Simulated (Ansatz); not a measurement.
# Hypothetical diamond Ta: pressure series

The parent structure is Ta in the diamond structure (space group Fd-3m, No. 227; a hypothetical phase, not in the database extracts checked).

```
CELL_PARAMETERS angstrom
      0.00000     3.05197     3.05197
      3.05197     0.00000     3.05197
      3.05197     3.05197     0.00000
ATOMIC_POSITIONS crystal
  Ta 0.75000 0.75000 0.75000
  Ta 0.50000 0.50000 0.50000
```

Cell and atoms are relaxed at each pressure.

The values are results of DFT with PBE, PAW potentials and a 420 eV plane-wave cutoff in Ansatz (a quantum-chemistry and plane-wave program), no spin-orbit coupling, not measurements.

Notes on the quantities. enthalpy: H = E + PV relative to the base's energy.

```csv
case,volume per atom,enthalpy
base,28.43 Å³,–
pressure −2 GPa,29.29 Å³,-0.36 eV/atom
pressure −1 GPa,28.85 Å³,-0.18 eV/atom
pressure 0.3 GPa,28.31 Å³,+0.05 eV/atom
pressure 0.7 GPa,28.15 Å³,+0.12 eV/atom
pressure 1.5 GPa,27.85 Å³,+0.26 eV/atom
pressure 3 GPa,27.31 Å³,+0.52 eV/atom
pressure 5 GPa,26.66 Å³,+0.86 eV/atom
pressure 7.5 GPa,25.92 Å³,+1.27 eV/atom
pressure 10 GPa,25.26 Å³,+1.67 eV/atom
```

Load acts through the strain it causes; cell and atoms are relaxed under it. Whether these cells are dynamically stable was not tested. Competing high-pressure phases were not computed. The final runs are not spin-polarised. Ta has a high density of states at the Fermi level and may be magnetic at this level.
